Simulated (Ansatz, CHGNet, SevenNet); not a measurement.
# La (model structure, started from the diamond type, Fd-3m, No. 227, 2 atoms in the cell): lattice parameter a by level of theory

No measured value is used here.

```csv
level (code),value (Å)
CHGNet 0.3.0,6.735
CHGNet-r²SCAN,6.676
SevenNet-0,7.786
LDA (Ansatz),6.512
PBE (Ansatz),6.680
PBEsol (Ansatz),6.563
r²SCAN (Ansatz),6.656
```

SevenNet-0: the cell moved over 20 % in volume from its start. Cutoffs differ between the levels. Ansatz's density-functional and Hartree–Fock values are scalar-relativistic unless marked +SOC, with PAW data made under PBE.

Machine-learned potentials (CHGNet 0.3.0, CHGNet-r²SCAN, SevenNet-0) are trained on DFT data: a solid inside that data is no test of them.

A model structure was made by putting elements into a prototype or built by hand; it is no filed structure, need not be a known phase, and can be a saddle point held by its symmetry.

Ansatz is a first-principles code.
